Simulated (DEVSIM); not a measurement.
## Al0.4Ga0.6As/GaAs n-p heterojunction

Device: Al0.4Ga0.6As/GaAs n-p heterojunction, at 300 K.

| layer (left to right) | material | thickness (μm) | Nd (cm⁻³) | Na (cm⁻³) | τn (s) | τp (s) |
|---|---|---|---|---|---|---|
| 1 | Al0.4Ga0.6As | 0.410 | 2e17 | - | 4.3e-10 | 4.3e-10 |
| 2 | GaAs | 0.480 | - | 1.1e17 | 4.3e-10 | 4.3e-10 |

Left contact: ohmic. Right contact: ohmic. Voltage is applied to the left contact. Recombination: SRH at mid-gap. Mobility is μmin + (μ − μmin)/(1 + (N/Nref)^α).

The device is made up for the run: typed textbook-type constants, with dimensions and the other settings drawn at random. Values at 300 K.

| parameter | Al0.4Ga0.6As | GaAs |
|---|---|---|
| gap (eV) | 1.9228 | 1.424 |
| affinity (eV) | 3.754 | 4.07 |
| permittivity | 11.76 | 12.9 |
| Nc (cm⁻³) | 7.93e17 | 4.7e17 |
| Nv (cm⁻³) | 9e18 | 9e18 |
| μn (cm²/Vs) | 3220 | 8500 |
| μp (cm²/Vs) | 158 | 400 |
| μn,min | 500 | 500 |
| μp,min | 20 | 20 |
| Nref,n | 6e16 | 6e16 |
| Nref,p | 1.5e17 | 1.5e17 |
| αn | 0.39 | 0.39 |
| αp | 0.38 | 0.38 |

Simulated with DEVSIM: 1D drift-diffusion, Boltzmann statistics, complete ionisation; no tunnelling, impact ionisation, image-force lowering or self-heating. Band offsets follow the typed affinities; no thermionic-emission limit at abrupt steps, no polarisation charge.

The potential step across the device at zero bias is 1.591 V. The largest field in the device at zero bias comes out as 190000 V/cm. The dark forward voltage at 1 A/cm² is 0.992 V and the dark forward voltage at 100 A/cm² is 1.128 V.

Dark forward current:

(V (V), J (A/cm²)): (-0.05, -4.6e-10); (-0.15, -4.7e-9); (-0.25, -3.5e-8); (-0.35, -2.6e-7); (-0.45, -1.9e-6); (-0.55, -1.4e-5); (-0.65, -0.00011); (-0.70, -0.00030); (-0.80, -0.0028); (-0.90, -0.043); (-1.00, -1.3); (-1.10, -45); (-1.20, -590); (-1.30, -3600)…

Small-signal capacitance in reverse bias (quasi-static):

| V (V) | C (nF/cm²) |
|---|---|
| 0.04 | 63.1 |
| 0.1 | 61.9 |
| 0.2 | 60.1 |
| 0.3 | 58.4 |
| 0.4 | 56.9 |
| 0.6 | 54.2 |
| 0.8 | 51.8 |
| 1 | 49.7 |
| 1.3 | 47.0 |
| 1.6 | 44.7 |
| 2 | 42.1 |
